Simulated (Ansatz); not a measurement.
## Step by step: formation energy of the neutral V_O in MgO (rock salt, Fm-3m)

We look at the formation energy of the neutral V_O in MgO (rock salt, Fm-3m). Reaction: 32 MgO (rock salt) → cell A + 1/2 O2 (gas).

A: a supercell of 64 sites of MgO (rock salt, Fm-3m) with one empty O site amid 6 Mg; spin state with PBE: run without spin.

Setting: static, neutral cells in Ansatz (PAW) whose structures rest at the PBE level. Ansatz (a first-principles code) runs with its PAW set soft_1. Other levels take these structures. The lattices are those relaxed with PBE, so at other levels the solids can be strained, which adds to the spread. Larger cells are relaxed from a start prepared with the learned potential CHGNet, on a coarser mesh till forces fall under 0.03 eV/Å, which some starts already meet. A dispersion term (D3(BJ), or D4 for r2SCAN) was computed beside these levels and is taken off wherever the name lacks it. Space groups of crystals are read within 0.01 Å. Mesh and cell size may move defect energies by 0.1 eV or more. The value holds for the reservoirs listed; other chemical potentials shift it. Cell A has symmetry Pm-3m within 0.02 Å and got no random move, so less symmetric positions, which may lie lower, weren't tried.

Total energies of the cells in eV, at zero smearing width. They compare only within one column; the weights balance every element.

```tsv
cell	atoms	weight	r2SCAN	PBEsol
A: MgO:V_O	63	+1	-79372.70161	-78662.75330
MgO (rock salt)	64	−1	-79945.99241	-79227.75068
O2 (gas)	2	+1/2	-1131.97288	-1116.58054
```

r2SCAN: (-79372.70161) − (-79945.99241) + 1/2 × (-1131.97288) = 7.304 eV.

PBEsol: (-78662.75330) − (-79227.75068) + 1/2 × (-1116.58054) = 6.707 eV.

What follows from the r2SCAN value: The value above is the O-rich limit, with O2 (gas) as reservoir. The host forms with -2.96 eV/atom at this level, so before it gives way to its other element Δμ(O) can go down to -2.96 × 2 = -5.92 eV (other compounds may narrow the range). The defect releases 1 O, so the O-poor limit is 7.30 + 1 × (-5.92) = 1.38 eV.
